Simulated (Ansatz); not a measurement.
ZrB₂ (model structure, started from the MoSi2 type, I4/mmm, No. 139, 3 atoms in the cell) was calculated with LDA (PAW; Ansatz, a first-principles code).

Run with plane-wave cutoff 520 eV, 24×24×24 k mesh, Fermi–Dirac smearing 0.05 eV, scalar-relativistic PAW data made under PBE.

Cell (relaxed at this level):

```xyz
3
Lattice="-1.7008 1.7008 3.1139 1.7008 -1.7008 3.1139 1.7008 1.7008 -3.1139" Properties=species:S:1:pos:R:3 pbc="T T T"
Zr     0.0000     0.0000     0.0000
B      0.0000     0.0000     2.3414
B      0.0000     0.0000     3.8865
```

Predict the bulk modulus.


- bulk modulus: 158 GPa

The run finds no gap.

Note: the bulk modulus is −V dP/dV from two relaxed cells at ±2 % in volume; the relaxation could raise the start's symmetry but not lower it, so the cell can be a saddle point.

The computed numbers hold no vibrational or temperature effects.

A model structure was made by putting elements into a prototype or built by hand; it is no filed structure, need not be a known phase, and can be a saddle point held by its symmetry.
